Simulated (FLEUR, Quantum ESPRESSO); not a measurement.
A FLEUR input for a self-consistent single point of YInCu4 (F-43m, 6 atoms in the cell) (DFT, PBEsol, all-electron FLAPW (FLEUR), scalar-relativistic valence):

Input of the input generator:

```
YInCu4 crystal
&input film=f /
-0.0000000000 6.6634634435 6.6634634435
6.6634634435 -0.0000000000 6.6634634435
6.6634634435 6.6634634435 -0.0000000000
1.0
1.0 1.0 1.0

6
39 -0.0000000000 -0.0000000000 -0.0000000000
49 0.7500000000 0.7500000000 0.7500000000
29 0.3753300000 0.3753300000 0.3753300000
29 0.8740100000 0.3753300000 0.3753300000
29 0.3753300000 0.3753300000 0.8740100000
29 0.3753300000 0.8740100000 0.3753300000

&comp jspins=1 /
&exco xctyp='PBEs' /
&kpt div1=9 div2=9 div3=9 /
&end /
```

```xml
<?xml version="1.0" encoding="UTF-8" standalone="no"?>
<fleurInput fleurInputVersion="0.39">
   <comment>
      YInCu4 crystal                                                                                      
   </comment>
   <calculationSetup>
      <cutoffs Kmax="3.8" Gmax="11.4" GmaxXC="11.4" numbands="0"/>
      <scfLoop itmax="80" minDistance="0.00001" maxIterBroyd="15" imix="Anderson" alpha="0.05" precondParam="0.0" spinf="2.0"/>
      <coreElectrons ctail="T" frcor="F" kcrel="0" coretail_lmax="0"/>
      <xcFunctional name="PBEs" relativisticCorrections="F"/>
      <magnetism jspins="1"/>
      <soc l_soc="F" theta="0.0" phi="0.0" spav="F"/>
      <expertModes spex="0" secvar="F"/>
      <geometryOptimization l_f="T" forcealpha="1.0" forcemix="BFGS" epsdisp="0.00001" epsforce="0.00001"/>
      <ldaU l_linMix="F" mixParam="0.05" spinf="1.0"/>
   </calculationSetup>
   <cell>
      <bzIntegration valenceElectrons="68.0" mode="gauss" fermiSmearingEnergy="0.00999582">
         <kPointListSelection listName="default-1"/>
         <!-- k-points included here -->
         <xi:include xmlns:xi="http://www.w3.org/2001/XInclude" href="kpts.xml"> </xi:include>
      </bzIntegration>
      <!-- symmetry operations included here -->
      <xi:include xmlns:xi="http://www.w3.org/2001/XInclude" href="sym.xml"> </xi:include>
      <bulkLattice scale="1.0">
         <bravaisMatrix>
            <row-1>    0.0000000000000000     6.6634634435000004     6.6634634435000004</row-1>
            <row-2>    6.6634634435000004     0.0000000000000000     6.6634634435000004</row-2>
            <row-3>    6.6634634435000004     6.6634634435000004     0.0000000000000000</row-3>
         </bravaisMatrix>
      </bulkLattice>
   </cell>
   <atomSpecies>
      <species name="Yttrium (Y)" element="Y" atomicNumber="39">
         <mtSphere radius="2.68" gridPoints="925" logIncrement="0.014"/>
         <atomicCutoffs lmax="10" lnonsphr="8"/>
         <electronConfig flipSpins="F">
            <coreConfig>(1s1/2) (2s1/2) (2p1/2) (2p3/2) (3s1/2) (3p1/2) (3p3/2) (3d3/2) (3d5/2)</coreConfig>
            <valenceConfig>(4s1/2) (4p1/2) (4p3/2) (5s1/2) (4d3/2) (4d5/2)</valenceConfig>
            <stateOccupation state="(4d3/2)" spinUp="0.2" spinDown="0.2"/>
            <stateOccupation state="(4d5/2)" spinUp="0.3" spinDown="0.3"/>
         </electronConfig>
         <energyParameters s="5" p="5" d="4" f="4"/>
         <lo type="SCLO" l="0" n="4" eDeriv="0"/>
         <lo type="SCLO" l="1" n="4" eDeriv="0"/>
      </species>
      <species name="Indium (In)" element="In" atomicNumber="49">
         <mtSphere radius="2.68" gridPoints="925" logIncrement="0.014"/>
         <atomicCutoffs lmax="10" lnonsphr="8"/>
         <electronConfig flipSpins="F">
            <coreConfig>(1s1/2) (2s1/2) (2p1/2) (2p3/2) (3s1/2) (3p1/2) (3p3/2) (4s1/2) (3d3/2) (3d5/2) (4p1/2) (4p3/2)</coreConfig>
            <valenceConfig>(5s1/2) (4d3/2) (4d5/2) (5p1/2) (5p3/2)</valenceConfig>
            <stateOccupation state="(5p1/2)" spinUp="0.1666666666667" spinDown="0.1666666666667"/>
            <stateOccupation state="(5p3/2)" spinUp="0.3333333333333" spinDown="0.3333333333333"/>
         </electronConfig>
         <energyParameters s="5" p="5" d="5" f="4"/>
         <lo type="SCLO" l="2" n="4" eDeriv="0"/>
      </species>
      <species name="Copper (Cu)" element="Cu" atomicNumber="29">
         <mtSphere radius="2.19" gridPoints="757" logIncrement="0.016"/>
         <atomicCutoffs lmax="8" lnonsphr="6"/>
         <electronConfig flipSpins="F">
            <coreConfig>(1s1/2) (2s1/2) (2p1/2) (2p3/2) (3s1/2) (3p1/2) (3p3/2)</coreConfig>
            <valenceConfig>(4s1/2) (3d3/2) (3d5/2)</valenceConfig>
            <stateOccupation state="(4s1/2)" spinUp="0.5" spinDown="0.5"/>
         </electronConfig>
         <energyParameters s="4" p="4" d="3" f="4"/>
      </species>
   </atomSpecies>
   <atomGroups>
      <atomGroup species="Yttrium (Y)">
         <relPos label="                   1">.0000000000 .0000000000 .0000000000</relPos>
         <force calculate="T" relaxXYZ="TTT"/>
      </atomGroup>
      <atomGroup species="Indium (In)">
         <relPos label="                   2">-1.000/4.000 -1.000/4.000 -1.000/4.000</relPos>
         <force calculate="T" relaxXYZ="TTT"/>
      </atomGroup>
      <atomGroup species="Copper (Cu)">
         <relPos label="                   3">.3753300000 .3753300000 .3753300000</relPos>
         <relPos label="                   4">-.1259900000 .3753300000 .3753300000</relPos>
         <relPos label="                   5">.3753300000 .3753300000 -.1259900000</relPos>
         <relPos label="                   6">.3753300000 -.1259900000 .3753300000</relPos>
         <force calculate="T" relaxXYZ="TTT"/>
      </atomGroup>
   </atomGroups>
   <output dos="F" band="F" slice="F">
      <checks vchk="F" cdinf="F"/>
      <bandDOS minEnergy="-.5*Htr" maxEnergy="0.5*Htr" sigma="0.015" storeEVData="T"/>
      <vacuumDOS vacdos="F" integ="F" star="F" nstars="0" locx1="0.0" locy1="0.0" locx2="0.0" locy2="0.0" nstm="0" tworkf="0.0"/>
      <unfoldingBand unfoldBand="F" supercellX="1" supercellY="1" supercellZ="1"/>
      <plotting iplot="0" polar="F">
         <plot TwoD="T" vec1="  1.0  0.0  0.0" vec2="  0.0  1.0  0.0" vec3="  0.0  0.0  1.0" zero="  0.0  0.0  0.0" file="plot"/>
      </plotting>
      <chargeDensitySlicing numkpt="0" minEigenval="0.0" maxEigenval="0.0" nnne="0" pallst="F"/>
      <specialOutput eonly="F"/>
      <magneticCircularDichroism mcd="F" energyLo="-10.0" energyUp="0.0"/>
   </output>
  <!-- We include the file relax.xml here to enable relaxations (see documentation) -->
  <xi:include xmlns:xi="http://www.w3.org/2001/XInclude" href="relax.xml"> <xi:fallback/> </xi:include>
</fleurInput>
```

### Question
Give the Quantum ESPRESSO input for the same structure, mesh, smearing and functional.

### Answer
This is the input that was run; spellings and numerical settings could be chosen otherwise.

```fortran
&control
   calculation = 'scf'
   prefix = 'run'
   outdir = './out'
   pseudo_dir = './'
   tprnfor = .true.
   tstress = .true.
/
&system
   ibrav = 2
   celldm(1) = 13.3269268871
   nat = 6
   ntyp = 3
   ecutwfc = 50
   ecutrho = 350
   occupations = 'smearing'
   smearing = 'gaussian'
   degauss = 0.019992
   input_dft = 'pbesol'
/
&electrons
   conv_thr = 1e-10
/
ATOMIC_SPECIES
Y     88.9058  Y.pbe-spn-kjpaw_psl.1.0.0.UPF
In   114.8180  In.pbe-dn-kjpaw_psl.1.0.0.UPF
Cu    63.5460  Cu.pbe-dn-kjpaw_psl.1.0.0.UPF
ATOMIC_POSITIONS crystal
Y     0.0000000000    0.0000000000    0.0000000000
In    0.7500000000    0.7500000000    0.7500000000
Cu    0.3753300000    0.3753300000    0.3753300000
Cu    0.8740100000    0.3753300000    0.3753300000
Cu    0.3753300000    0.3753300000    0.8740100000
Cu    0.3753300000    0.8740100000    0.3753300000
K_POINTS automatic
9 9 9  0 0 0
```

Basis settings and potentials, where a program has them, do not carry over. This input uses DFT, PBEsol, plane waves, PSlibrary PAW (PBE) pseudopotentials.

The starting cell comes from a database of computed structures (which also holds hypothetical and non-ambient phases and stackings), without a prior relaxation at this level. Its lattice was rescaled by a random factor within 2.5 % of one.
